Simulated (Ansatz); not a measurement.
Surface: Si(111) 1x1 surface, 6 top atoms, 3 bilayers, bottom bilayer H-capped and fixed, every top atom capped by H; cell 11.5 x 6.6 Å; two neighbouring H replaced by SH; about 7 Å thick over the host's atoms, 18 atoms held. Calculation: PBE-D3(BJ) (plane waves to 420 eV, PAW; Ansatz, a quantum-chemistry and plane-wave program). Sampling: 1x2x1 k points. The slab states were run without spin polarisation. Results hold for this slab, coverage and mesh. All energies are electronic energies at 0 K, without vibrations. Each state was relaxed from one prepared geometry.

End state of this step: the surface fragment of BH3 exchanges a second ligand with a neighbouring S-H group. Atoms near the product:

```
atom   x (Å)   y (Å)   z (Å)
-----  -----  ------  ------
H(29)  3.835   6.617  11.002
S(48)  2.134  10.056  11.644
H(49)  3.557   7.000  13.352
B(a0)  3.834  10.078  12.241
H(a2)  3.834  10.118  13.441
H(a3)  3.668   6.601  13.980
```

**Question.** What energy does it take to move H2 into the gas, one a cell, with the surface relaxed behind it, and what are its closest contacts before it leaves?

**Answer.** 0.06 eV. Its closest contacts to the rest of the cell: H(49)...H(29) 2.40 Å, H(a3)...H(29) 2.98 Å, H(49)...H(a2) 3.13 Å.

Here BH3 is the monomer.
